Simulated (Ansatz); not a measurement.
## Ti: response to strain

The reference is Ti in the hcp (Mg type) structure (space group P6_3/mmc, No. 194; a = 2.902 Å, c = 4.593 Å; relaxed with 0.1 eV smearing). Axes: x lies along a and z along c of the hexagonal cell.

Strains are applied to the cell and any free atomic positions relax.

Computed with PBEsol (Ansatz, a first-principles code, PAW, scalar-relativistic without spin-orbit coupling).

Notes on the quantities. energy relative to the base: free energy F.

```json
[
 {"uniaxial strain ε_zz (%)": "0", "energy relative to the base (meV/atom)": "0.0"},
 {"uniaxial strain ε_zz (%)": "0.5", "energy relative to the base (meV/atom)": "0.3"},
 {"uniaxial strain ε_zz (%)": "1", "energy relative to the base (meV/atom)": "1.0"},
 {"uniaxial strain ε_zz (%)": "1.5", "energy relative to the base (meV/atom)": "2.3"},
 {"uniaxial strain ε_zz (%)": "2", "energy relative to the base (meV/atom)": "?"},
 {"uniaxial strain ε_zz (%)": "2.5", "energy relative to the base (meV/atom)": "6.2"},
 {"uniaxial strain ε_zz (%)": "3", "energy relative to the base (meV/atom)": "8.8"}
]
```

Fit ΔE = Aε² + Bε³ (ε in %) to the rows shown and predict the withheld row.

Least squares on the printed values gives A = 1.06 and B = -0.027 meV/atom (largest residual 0.0 meV/atom); this predicts 4.0 meV/atom, and the run gives 4.0 meV/atom, in agreement.

Stability against distortions was not tested. All final runs are without spin polarisation.
